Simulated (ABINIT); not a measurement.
```
CELL_PARAMETERS angstrom
      2.99277     0.00000     0.00000
      0.00000     2.99277     0.00000
      0.00000     0.00000     2.99277
ATOMIC_POSITIONS crystal
  Zn 0.50000 0.50000 0.50000
  Cu 0.00000 0.00000 0.00000
```

Method of the run: PBEsol, PAW (JTH v2.0 PBE PAW, files made for PBE) (plane waves; ABINIT).

The set-up and first iterations of an ABINIT log for CuZn (Pm-3m, 2 atoms in the cell):

```
 Symmetries : space group Pm -3 m (#221); Bravais cP (primitive cubic)

 -outvars: echo values of preprocessed input variables --------
            acell      5.6555251026E+00  5.6555251026E+00  5.6555251026E+00 Bohr
             ecut      3.00000000E+01 Hartree
           enunit           1
              ixc     -116133
         kptrlatt        7    0    0      0    7    0      0    0    7
          kptrlen      3.95886757E+01
            natom           2
            nband          22
            ngfft          30      30      30
          ngfftdg          40      40      40
             nkpt          20
            nstep          80
             nsym          48
           ntypat           2
           occopt           7
        pawecutdg      6.00000000E+01 Hartree
         pawxcdev           0
          spgroup         221
           tolvrs      1.00000000E-10
           tsmear      9.99581651E-03 Hartree
            typat      1  2
           useylm           1
             xred      5.0000000000E-01  5.0000000000E-01  5.0000000000E-01
                       0.0000000000E+00  0.0000000000E+00  0.0000000000E+00
            znucl       30.00000   29.00000

== DATASET  1 ==================================================================

 Real(R)+Recip(G) space primitive vectors, cartesian coordinates (Bohr,Bohr^-1):
 R(1)=  5.6555251  0.0000000  0.0000000  G(1)=  0.1768182  0.0000000  0.0000000
 R(2)=  0.0000000  5.6555251  0.0000000  G(2)=  0.0000000  0.1768182  0.0000000
 R(3)=  0.0000000  0.0000000  5.6555251  G(3)=  0.0000000  0.0000000  0.1768182
 Unit cell volume ucvol=  1.8089177E+02 bohr^3
 Angles (23,13,12)=  9.00000000E+01  9.00000000E+01  9.00000000E+01 degrees

 Coarse grid specifications (used for wave-functions):

 getcut: wavevector=  0.0000  0.0000  0.0000  ngfft=  30  30  30
         ecut(hartree)=     30.000   => boxcut(ratio)=   2.15141

 Fine grid specifications (used for densities):

 getcut: wavevector=  0.0000  0.0000  0.0000  ngfft=  40  40  40
         ecut(hartree)=     60.000   => boxcut(ratio)=   2.02837

   1.40917608E+03                                ecore*ucvol(ha*bohr**3)

_setup2: Arith. and geom. avg. npw (full set) are    1419.595    1419.571
--- !BeginCycle
solver: {iscf: 17, nstep: 80, nline: 4, wfoptalg: 10, }
tolerances: {tolvrs: 1.00E-10, }
...

     iter   Etot(hartree)      deltaE(h)  residm     nres2
 ETOT  1  -253.60792311380    -2.536E+02 5.746E+01 8.954E+01
 ETOT  2  -265.25915372392    -1.165E+01 3.649E+00 1.460E+03
 ETOT  3  -262.62121323340     2.638E+00 8.777E-01 1.917E+02
 ETOT  4  -262.11962215773     5.016E-01 5.790E-01 6.723E+00
 ETOT  5  -262.19295902642    -7.334E-02 2.506E-01 7.821E+00
```

Q: How does the run end?

A: The run converged in 45 iterations. Its thresholds were met; that alone does not show that basis and mesh suffice. It ends on: free energy E − TS -7133.72 eV; Fermi level (on the code's own zero) 9.00 eV; pressure -9.94 GPa. The log goes on:

```
   [... 36 lines left out ...]
 ETOT 42  -262.15953381143    -1.819E-12 1.295E-05 2.154E-10
 ETOT 43  -262.15953381143     2.615E-12 2.551E-05 1.456E-10
 ETOT 44  -262.15953381143    -1.137E-13 1.167E-05 3.904E-10
 ETOT 45  -262.15953381143    -1.819E-12 2.221E-05 1.267E-11
 At SCF step   45       nres2   =  1.27E-11 < tolvrs=  1.00E-10 =>converged.

 Cartesian components of stress tensor (hartree/bohr^3)
  sigma(1 1)=  3.37902650E-04  sigma(3 2)=  0.00000000E+00
  sigma(2 2)=  3.37902650E-04  sigma(3 1)=  0.00000000E+00
  sigma(3 3)=  3.37902650E-04  sigma(2 1)=  0.00000000E+00

 ----iterations are completed or convergence reached----

 reduced coordinates (array xred) for    2 atoms
       0.500000000000      0.500000000000      0.500000000000
       0.000000000000      0.000000000000      0.000000000000
 cartesian forces (eV/Angstrom) at end:
    1     -0.00000000000000    -0.00000000000000    -0.00000000000000
    2     -0.00000000000000    -0.00000000000000    -0.00000000000000
 frms,max,avg= 0.0000000E+00 0.0000000E+00   0.000E+00  0.000E+00  0.000E+00 e/A
 length scales=  5.655525102600  5.655525102600  5.655525102600 bohr
              =  2.992774986905  2.992774986905  2.992774986905 angstroms
   [... lines left out ...]
 Fermi (or HOMO) energy (eV) =   9.00484   Average Vxc (eV)= -11.38852
   [... lines left out ...]
local_psp           : -1.68106360366700E+02
internal            : -2.62158972430533E+02
'-kT*entropy'       : -5.60947834875480E-04
total_energy        : -2.62159533378368E+02
total_energy_eV     : -7.13372369531726E+03
...

-Cartesian components of stress tensor (GPa)         [Pressure= -9.9414E+00 GPa]
- sigma(1 1)=  9.94143752E+00  sigma(3 2)=  0.00000000E+00
- sigma(2 2)=  9.94143752E+00  sigma(3 1)=  0.00000000E+00
- sigma(3 3)=  9.94143752E+00  sigma(2 1)=  0.00000000E+00

 Calculation completed.
```

For comparison: a first run (DFT, PBE, plane waves, PAW (JTH v2.0 PBE PAW)) was changed to give this one (ixc: default → -116133), and from it to this one the pressure goes from -3.67 to -9.94 GPa.

The starting cell has typed, rounded lattice constants, without a prior relaxation at this level. Its lattice was rescaled by a random factor within 2.5 % of one. Spin polarisation is off. The potentials were made for another functional than the one used. With a pressure of about -10 GPa the cell is away from its equilibrium volume at this level.

The run was DFT, PBEsol, plane waves, PAW (JTH v2.0 PBE PAW, files made for PBE). Main settings of its input:

| setting | value |
|---|---|
| pseudos | [Zn.GGA_PBE-JTH.xml, Cu.GGA_PBE-JTH.xml] |
| ecut | 30 Ha |
| pawecutdg | 60 Ha |
| pawxcdev | 0 |
| ixc | -116133 |
| occopt | 7 |
| tsmear | 0.272 eV |
| ngkpt | 7 7 7 |
| nshiftk | 1 |
| shiftk | 0 0 0 |
| potentials | JTH v2.0 PBE PAW |
| nband | 22 |
